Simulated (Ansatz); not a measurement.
Worked example: self-consistent single point of Re3Pt (Pm-3m, 4 atoms in the cell) in Ansatz (an electronic-structure program)

Method of the run: LDA (PW92), default PAW files made with PBE (plane waves; Ansatz).

Input as run:

Ansatz 0.2 input:
```yaml
crystal:
  lattice:
    - [3.81560400, 0.00000000, 0.00000000]
    - [0.00000000, 3.81560400, 0.00000000]
    - [0.00000000, 0.00000000, 3.81560400]
  atoms:
    - { symbol: Re, position: [0.00000000, 0.50000000, 0.50000000] }
    - { symbol: Re, position: [0.50000000, 0.50000000, 0.00000000] }
    - { symbol: Re, position: [0.50000000, 0.00000000, 0.50000000] }
    - { symbol: Pt, position: [0.00000000, 0.00000000, 0.00000000] }
basis:
  ecutwfc: 30.9 Ry
kpoints:
  mp_grid: { grid: [6, 6, 6] }
hamiltonian:
  xc: lda
  pseudopotentials: { kind: paw }
scf:
  occupations: { method: methfessel_paxton, width: 0.02 Ry }
output:
  forces: true
  eigenvalues: true
  stress: true
```

The program printed (abridged):

```
WARN ansatz: RAYON_NUM_THREADS=1 ignored (pool sized by the plan → 1); use --threads N
Pseudopotentials: kind: paw
Pseudopotential: Re, paw, valence charge 15
Pseudopotential: Pt, paw, valence charge 18
Crystal: 4 atoms, lattice volume = 55.551 Å³
Basis set: ecut = 420.4159175005146 eV, 1045 PW (Γ)
Bands: 38, of which v1, the nominal top of the filled ones, is band 32 counted from 1 (31 counted from 0)
Symmetry: 48 space group operations
Space group: Pm-3m (ITA 221), of the structure as read, at distance tolerance 3.8e-5 Å
k-points: 20 of 216
PAW frozen core: Re, regenerated for the run's functional, and the local potential with it
PAW frozen core: Pt, regenerated for the run's functional, and the local potential with it
Initial density: superposition of atomic densities (neutral atoms: chi_scale 0, normalization atom), corrected by the library's trained network
Initial wavefunctions: pseudopotential atomic-orbital guess
Eigensolver: davidson
Functional: x = slater, c = lda
SCF iter   1: F=—  HF=-44068.213650 eV  |F-HF|=—  |Δ(HF+E_count)|=         —  Δρ=7.59e-3  dr2=1.52e-2  ethr=1.77e-3  ⟨swp⟩=5.0  Hψ=2510  notcnv=0
all-band conjugate gradients solve this SCF's bands
preconditioner: auto → Kerker (q_TF=auto, 2.786 Å⁻¹)
SCF iter   2: F=—  HF=-44068.213923 eV  |F-HF|=—  |Δ(HF+E_count)|=   2.73e-4  S|Δr|=    0.00e0  Δρ=4.17e-3  dr2=3.98e-3  ethr=2.41e-5  ⟨swp⟩=1.9  Hψ=1026  notcnv=0
SCF iter   3: F=—  HF=-44068.213741 eV  |F-HF|=—  |Δ(HF+E_count)|=   1.82e-4  S|Δr|=    0.00e0  Δρ=5.32e-4  dr2=7.76e-5  ethr=6.32e-6  ⟨swp⟩=2.4  Hψ=1162  notcnv=0
SCF iter   4: F=—  HF=-44068.213726 eV  |F-HF|=—  |Δ(HF+E_count)|=   1.50e-5  S|Δr|=    0.00e0  Δρ=7.51e-5  dr2=2.32e-6  ethr=1.23e-7  ⟨swp⟩=2.0  Hψ=1030  notcnv=0
SCF iter   5: F=—  HF=-44068.213726 eV  |F-HF|=—  |Δ(HF+E_count)|=   4.81e-7  S|Δr|=    0.00e0  Δρ=1.73e-5  dr2=1.64e-7  ethr=3.68e-9  ⟨swp⟩=2.1  Hψ=1046  notcnv=0
SCF iter   6: F=-44068.213726 eV  HF=-44068.213726 eV  |F-HF|=2.40e-9  |Δ(HF+E_count)|=   4.86e-8  S|Δr|=    0.00e0  Δρ=2.58e-6  dr2=4.08e-9  ethr=1.59e-10  ⟨swp⟩=5.4  Hψ=2545  notcnv=0
SCF 1 converged in 6 iterations: F = -44068.213726 eV  dr2 = 4.08e-9
SCF converged after 6 iterations
Stability not checked (fill_not_monotonic)
Free energy (F): -44068.213726 eV
Harris-Foulkes:  -44068.213726 eV  (|F-HF|=2.40e-9)
Internal energy: -44068.214816 eV  (E = F + TS)
E sigma→0 (E₀):  -44068.213999 eV
Entropy (-TS):   0.001090 eV (0.273 meV/atom)
Fermi energy:    25.924935 eV
--- Per-component energies (eV) ---
  E_band       = -260.445991
  E_kinetic    = 2276.975350
  E_local      = -3557.092213  (includes V_loc(G=0)·N_el)
  E_nonlocal   = 366.750550
  E_hartree    = 1309.395505
  E_xc         = -1469.298318
  E_vxc        = -1224.942538  (∫ρ·V_xc dr)
  E_paw        = -34383.328028  (= ΣΔE_a)
  E_vpaw       = -740.930598  (= ΣTr[D̂ρ^β])
  E_aug_tail   = -0.000135  (compensation charges beyond the density's cutoff)
  E_ewald      = -8613.038624
  E_core_change = 1.421098  (= ΣΔE_core)
  E_smearing   = 0.001090  (= −TS)
  E_closure    = -0.000000  (closes the sum)
  Σ components = -44068.213726   (vs F -44068.213726, Δ=0.00e0)
--- Forces (eV/Å), atoms counted from 1 ---
  atom   1  Re     0.00000000     0.00000000    -0.00000000
   [... zero for the other atoms too ...]
  max |Σ_I F_I| component: 4.05e-29 eV/Å
--- Stress (GPa, compression-positive) ---
       11.830204       0.000000       0.000000
        0.000000      11.830204       0.000000
        0.000000       0.000000      11.830204
  P = ⅓ Tr σ = 11.8302 GPa (118.302 kbar)
  The stress holds the Pulay correction. Without it, at fixed plane waves, as pw.x and ABINIT print it: P = 11.7188 GPa
--- Band table (eV; the first three rows and the last of 20) ---
  k-point 0: bands = ["-73.8286", "-54.3565", "-54.2054", "-54.2054", "-27.9726", "-27.9726", "-27.9726", "-16.6885", "-16.6885", "-16.6885", "-16.0901", "-16.0901", "-16.0901", "-15.7084", "-15.7084", "-15.7084", "14.8787", "17.8521", "17.8521", [...]
  k-point 1: bands = ["-73.8286", "-54.3477", "-54.2144", "-54.2053", "-27.9724", "-27.9720", "-27.9720", "-16.6542", "-16.6542", "-16.6334", "-16.1033", "-16.1033", "-16.0959", "-15.7840", "-15.7361", "-15.7361", "15.3259", "18.0959", "18.1708", [...]
  k-point 2: bands = ["-73.8285", "-54.3248", "-54.2374", "-54.2051", "-27.9720", "-27.9708", "-27.9708", "-16.5719", "-16.5719", "-16.4774", "-16.1427", "-16.1427", "-16.1072", "-15.9808", "-15.7922", "-15.7922", "16.5422", "18.5102", "18.9324", [...]
  k-point 19: bands = ["-73.8284", "-54.2552", "-54.2552", "-54.2552", "-27.9796", "-27.9796", "-27.9796", "-17.0191", "-16.5987", "-16.5987", "-16.5987", "-15.7544", "-15.7544", "-15.7544", "-15.7384", "-15.7384", "17.7621", "17.9439", "17.9439", [...]
```

The run converged in 6 iterations.

The starting cell was generated: these elements placed on a structure prototype, without a prior relaxation; it need not be a known phase or ordering of this composition. Its lattice was rescaled by a random factor within 2.5 % of one. Spin-orbit coupling is off. Spin polarisation is off. With a pressure of about 12 GPa the cell is away from its equilibrium volume at this level. Ansatz's pressure includes its estimate of the finite-basis (Pulay) stress.
